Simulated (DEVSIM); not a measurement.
Device: abrupt Ge p-n junction, at 250 K.

```csv
layer (left to right),material,thickness (μm),Nd (cm⁻³),Na (cm⁻³),τn (s),τp (s)
1,Ge,2.00,-,1.6e15,0.00038,0.00038
2,Ge,220,3.4e17,-,0.00038,0.00038
```

Left contact: ohmic. Right contact: ohmic. Voltage is applied to the left contact. Recombination: SRH at mid-gap, Auger. Mobility is μmin + (μ − μmin)/(1 + (N/Nref)^α).

Constants are typed, rounded textbook-type inputs, not results; the design itself was drawn at random and stands for no fabricated device. Values at 300 K; Nc and Nv go as T^1.5, mobilities as T to minus their exponent, the gap by Varshni's rule with the affinity fixed.

```tsv
parameter	Ge
gap (eV)	0.664
affinity (eV)	4
permittivity	16
Nc (cm⁻³)	1.04e19
Nv (cm⁻³)	6e18
μn (cm²/Vs)	3900
μp (cm²/Vs)	1900
μn,min	150
μp,min	100
Nref,n	2.6e17
Nref,p	4e17
αn	0.56
αp	0.6
T exponent of μn	1.66
T exponent of μp	2.33
Cn (cm⁶/s)	1e-31
Cp (cm⁶/s)	1e-31
Varshni α (eV/K)	0.000477
Varshni β (K)	235
```

Simulated with DEVSIM: 1D drift-diffusion, Boltzmann statistics, complete ionisation; no tunnelling, impact ionisation, image-force lowering or self-heating.

Task: Give the dark forward current.

Result: 
```json
[
 {"V (V)": "0.05", "J (A/cm²)": "0.00044"},
 {"V (V)": "0.10", "J (A/cm²)": "0.0047"},
 {"V (V)": "0.15", "J (A/cm²)": "0.047"},
 {"V (V)": "0.20", "J (A/cm²)": "0.46"},
 {"V (V)": "0.25", "J (A/cm²)": "4.2"},
 {"V (V)": "0.30", "J (A/cm²)": "31"},
 {"V (V)": "0.35", "J (A/cm²)": "120"},
 {"V (V)": "0.40", "J (A/cm²)": "280"},
 {"V (V)": "0.45", "J (A/cm²)": "490"},
 {"V (V)": "0.50", "J (A/cm²)": "720"},
 {"V (V)": "0.55", "J (A/cm²)": "970"},
 {"V (V)": "0.60", "J (A/cm²)": "1200"},
 {"V (V)": "0.65", "J (A/cm²)": "1500"},
 {"V (V)": "0.70", "J (A/cm²)": "1800"},
 {"V (V)": "0.75", "J (A/cm²)": "2100"}
]
```
